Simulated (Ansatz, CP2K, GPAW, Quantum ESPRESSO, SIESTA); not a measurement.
Code comparison for AsPb₃ (P6_3/mmc, 8 atoms in the cell)

Self-consistent single point.

```xyz
8
Lattice="6.9193 0.0000 0.0000 -3.4597 5.9923 0.0000 0.0000 0.0000 5.2392" Properties=species:S:1:pos:R:3 pbc="T T T"
As     3.4597     1.9974     1.3098
As     0.0000     3.9949     3.9294
Pb     1.8067     1.0431     3.9294
Pb     1.6529     4.9492     1.3098
Pb     0.0000     2.0862     1.3098
Pb     3.4597     3.9061     3.9294
Pb     5.1126     1.0431     3.9294
Pb    -1.6529     4.9492     1.3098
```

Shared settings, as Ansatz (a first-principles code) writes them: kpoints.mp_grid.grid = 3 3 3; scf.occupations.method = gaussian; scf.occupations.width = 0.0073 Ry. Potentials and cutoffs stand in the table.

| code | model | pressure (GPa) | largest force (eV/Å) | cutoff |
|---|---|---|---|---|
| CP2K | LDA (Pade form), GPW, DZVP-MOLOPT-SR-GTH basis, GTH-PADE potentials (GTH_POTENTIALS) | -2.13 | 0.057 | grid 400 Ry |
| GPAW | LDA (Perdew-Wang 92), GPAW PAW datasets LDA (gpaw-data 1.0.1) | -1.73 | 0.057 | 550 eV |
| SIESTA | LDA PW92, numerical atomic orbitals TZP, PseudoDojo LDA standard norm-conserving potentials (rewritten from UPF to PSML) | -1.64 | 0.136 | grid 400 Ry |
| Ansatz | LDA (PW92), PAW files made with PBE | -1.45 | 0.062 | default |
| Quantum ESPRESSO | LDA (PZ), GBRV 1.5 ultrasoft (LDA) pseudopotentials | -1.57 | 0.062 | 40 Ry |

No clean gap comes from CP2K, GPAW, SIESTA, Ansatz and Quantum ESPRESSO: levels at the Fermi energy touch, overlap or are partly filled at this smearing.

On Ansatz's run: spin-orbit coupling is off.

The spread over the programs that give each value: pressure within 0.68 GPa; largest force within 0.079 eV/Å.

CP2K and SIESTA use small atom-centred bases, whose incompleteness enters pressures, forces and empty levels differently from a plane-wave cutoff. Ansatz's pressure is given at a fixed set of plane waves, as the other plane-wave codes print theirs. The same LDA comes in different parametrisations, which differ slightly.

The shared mesh is coarse (it stands for a supercell whose shortest vector is 16 Å), so the values are not converged in it.

The starting cell comes from a database of computed structures (which also holds hypothetical and non-ambient phases and stackings), without a prior relaxation at this level. Its lattice was rescaled by a random factor within 2.5 % of one.

Left out of this page: ABINIT (with a known weakness of the program); Elk (unsound by tests on forces, stress, charge or solver warnings).

Keys are those of Ansatz 0.2.
